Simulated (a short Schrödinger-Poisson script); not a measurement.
Stack: MOS inversion layer, HfO2 on p-type Si(100), at 150 K.

From the gate side: 11.2 nm HfO2; 840 nm Si, acceptors 2.6e17 cm⁻³.

The device is made up for the run: typed textbook-type constants, with dimensions and the other settings drawn at random. HfO2: permittivity 22, conduction-band edge (eV) 1.55, gap (eV) 5.7, electron mass (mₑ) 0.2. Si: permittivity 11.7, conduction-band edge (eV) 0, gap (eV) 1.124, Nv at 300 K (cm⁻³) 3.1e19.

Channel valleys (confinement mass, in-plane density-of-states mass, number): Δ2 0.916, 0.19, 2; Δ4 0.19, 0.417, 4. At the gate the conduction-band edge of layer 1 lies 1.92 eV − eVg above the Fermi level of the channel; the field vanishes at the back. Gaps are held at their typed values at every temperature. Mesh 0.03 nm at interfaces.

From a short Schrödinger-Poisson script (our own, NumPy): 1D Poisson equation in equilibrium, electrons quantum, Hartree (BenDaniel-Duke, 12 states a valley, the channel's in-plane mass for all, wave functions ending at the dielectric), parabolic valleys, classical holes, full ionisation, no traps, pinning or gate leakage.

```tsv
Vg (V)	electrons (cm⁻²)	C (μF/cm²)	Δ2 E0 (meV from the Fermi level)	Δ4 E0 (meV from the Fermi level)
0.6	1.18e11	0.747	37.6	90.4
0.7	7.59e11	1.22	11.6	67.6
0.8	1.55e12	1.32	-0.2	59.1
0.9	2.38e12	1.36	-8.6	53.9
1	3.24e12	1.38	-15.6	50.1
1.1	4.11e12	1.40	-21.9	46.8
1.2	4.98e12	1.41	-27.7	44.0
1.3	5.87e12	1.42	-33.3	41.4
1.4	6.76e12	1.43	-38.7	38.9
1.5	7.66e12	1.44	-43.9	36.6
1.6	8.56e12	1.45	-49.0	34.4
1.7	9.46e12	1.45	-54.0	32.4
1.8	1.04e13	1.46	-58.9	30.4
1.9	1.13e13	1.46	-63.8	28.5
2	1.22e13	1.47	-68.5	26.7
```

Gate voltages with under 1e9 electrons/cm² are left out.

Question: At Vg = 2 V the lowest Δ2 subband lies at -68.5 meV from the Fermi level. How many electrons does it hold, and what share of all?

Answer: The two-dimensional density of states is g m/(πħ²) = 1.59e11 cm⁻² meV⁻¹ (both spins), kT = 12.9 meV, so n = D kT ln(1 + exp(−E/kT)) = 1.09e13 cm⁻², 0.89 of the 1.22e13 cm⁻² in all.

Question: Compare the slope of the sheet density between 1.8 and 2 V with the geometric capacitance of the layers between gate and channel.

Answer: q Δn/ΔV = 1.44 μF/cm²; ε0/Σ(t/ε) = 1.74 μF/cm². The ratio is 0.83: the channel acts as a further capacitance in series.
